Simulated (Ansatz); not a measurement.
Take WSi2 (space group I4/mmm, No. 139; a = 3.2114 Å, c = 7.8048 Å; relaxed with 0.1 eV smearing) as the base.

Computed with r2SCAN (Ansatz, a quantum-chemistry and plane-wave program; PAW; 500 eV plane waves; no spin-orbit coupling).

Before the change:

| Quantity | Result |
|---|---|
| Pressure | 0.0 GPa |
| Band gap | zero |

It is then changed as follows: the cell is scaled by 1.0131 in all directions, atoms relaxed at fixed cell.

**Question.** Estimate the effect on the pressure.

**Answer.** The pressure (mean of the normal stresses, compression positive) goes from zero to -8.4 GPa.

**Question.** What does the calculation give for the band gap after the change?

**Answer.** The band gap stays zero.

The cells carry an imposed strain or load. Stability against distortions was not tested. All final runs are without spin polarisation.
